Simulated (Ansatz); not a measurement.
Start from Ag in the fcc (Cu type) structure (space group Fm-3m, No. 225; a = 4.002 Å).

Computed with LDA, PAW, 420 eV (Ansatz, a first-principles code; spin-orbit coupling left out).

Base values:

* **Volume per atom**: 16.02 Å³

Modification: a hydrostatic pressure of 9 GPa.

**Question.** What does the calculation give for the volume per atom after the change?

**Answer.** The volume per atom shrinks by 0.87 Å³ to 15.15 Å³.

Load acts through the strain it causes; cell and atoms are relaxed under it. No phonon test of stability was made. No other phases were tried under pressure.
